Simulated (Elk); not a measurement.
## Sensitivity of a calculation on TePb (Fm-3m, 2 atoms in the cell) to its settings

```
TePb
1.0
    0.00000     3.27089     3.27089
    3.27089     0.00000     3.27089
    3.27089     3.27089     0.00000
Te Pb
1 1
Direct
  0.00000   0.00000   0.00000
  0.50000   0.50000   0.50000
```

Base run A: PBE, all-electron FP-LAPW, Elk's shipped species files, APW+lo basis with extra local orbitals (Elk 10.2.4), self-consistent single point.

Its settings: xctype = 20; rgkmax = 7.5; stype = 0; swidth = 0.0001 Ha; ngridk = 5 5 5; tforce = true; gmaxvr = 18 1/bohr; lmaxapw = 10; lmaxo = 8; nxlo = 2; lorbcnd = true; lradstp = 2; nrmtscf = 2; lmaxi = 4; maxscl = 100.

The starting cell comes from a database of computed structures (which also holds hypothetical and non-ambient phases and stackings), without a prior relaxation at this level. Values depend on the basis (sphere radii, cutoffs, local orbitals), which need not be converged. A gap is left out here, as mesh or smearing make it unsure.

ΔE is the total energy (no entropy term) per atom less that of run A. A dash stands where there is no value to compare (another energy zero or no entropy term, no result, no spin, no clean gap, or a mesh too coarse for one). 

In an all-electron method the total energy should not depend on the sphere radii; what changes here is the error of basis and core treatment.

Runs E sample the zone with one or two k-points, far too few for so small a cell.

Run A gave: k-points 10; valence electrons 30; ending converged.

Runs:
- B: epspot: default → 3.7e-12 Ha; epsengy: default → 3.7e-10 Ha
- C: ngridk: 5 5 5 → 3 3 3
- D: nempty: default → 31.5 per atom
- E: 2 x 2 x 1 supercell at the zone centre alone; ngridk: 5 5 5 → 1 1 1
- F: vkloff: default → 0 0 0.5
- G: rmtscf: default → 0.85
- H: lradstp: 2 → 1; nrmtscf: 2 → 3
- I: lmaxo: 8 → 3; lmaxi: 4 → 3

Task: What does run I change against A?

Result: The total energy rises by 20.2 meV/atom.

```
run  ΔE (meV/atom)  k-points  valence electrons         ending
---  -------------  --------  -----------------  -------------
A             0.00        10                 30      converged
B                –        10                 30  not converged
C            -27.6         4                 30      converged
D            -0.01        10                 30      converged
E           1524.6         1                120      converged
F             0.59        19                 30      converged
G            200.5        10                 30      converged
H            455.5        10                 30      converged
I             20.2        10                 30      converged
```
